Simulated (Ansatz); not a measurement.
How the smallest direct gap on the k points sampled of GeSb2Te4 (R3m, No. 160, 7 atoms in the cell; start mp-1224350) moves with the method

No measured value is used here.

```json
[
 {"level (code)": "LDA (Ansatz)", "value (eV)": "0.22", "cell (Å³/atom)": "29.18"},
 {"level (code)": "PBE (Ansatz)", "value (eV)": "0.36", "cell (Å³/atom)": "32.29"},
 {"level (code)": "PBEsol (Ansatz)", "value (eV)": "0.25", "cell (Å³/atom)": "29.89"},
 {"level (code)": "PBE-D3(BJ) (Ansatz)", "value (eV)": "0.30", "cell (Å³/atom)": "30.55"},
 {"level (code)": "r²SCAN (Ansatz)", "value (eV)": "0.39", "cell (Å³/atom)": "32.27"}
]
```

At these levels the smallest gap is indirect and lower: LDA 0.17 eV. Computed values are for a static lattice. Spin–orbit coupling is included only where a level's name says +SOC; with heavier elements it mostly lowers gaps and can invert bands.  PBE-D3(BJ): a distance lies near a switch of the dispersion term, which can move the cell. Each level is taken at its own relaxed cell. Cutoffs differ between the levels. Ansatz's density-functional and Hartree–Fock values are scalar-relativistic unless marked +SOC, with PAW data made under PBE.

A start named mp-… is a Materials Project structure, which need not be a measured phase.

Ansatz is a program for electronic structure.
